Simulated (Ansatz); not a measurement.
Density of states of AlN (P6_3mc) above the conduction band minimum, PBEsol, rigid bands in Ansatz (a program for electronic structure); cell volume 41.8 Å³.

(energy from edge (eV), 10⁻³ states/eV/cell): (0.006, 3.55); (0.031, 8.25); (0.056, 11.4); (0.081, 13.8); (0.106, 16.1); (0.131, 18.3); (0.156, 20.4); (0.181, 22.2); (0.206, 24.3); (0.231, 26.1); (0.256, 28.0); (0.281, 30.1); (0.319, 32.9); (0.344, 34.6); (0.369, 36.2); (0.394, 38.3); (0.419, 40.1); (0.444, 42.1); (0.469, 44.4); (0.494, 46.3); (0.519, 48.4); (0.544, 49.9); (0.569, 52.0); (0.594, 54.4)

**Question.** What effective density of states at 300 K does this give (∫ g(E) exp(−E/k_BT) dE, both spins, divided by the cell's size)?

**Answer.** 4.2e18 cm⁻³, a density-of-states mass of 0.30 mₑ, valleys and band degeneracy included.

Spin-orbit coupling is left out. Geometry: cell and atoms relaxed with PBEsol.
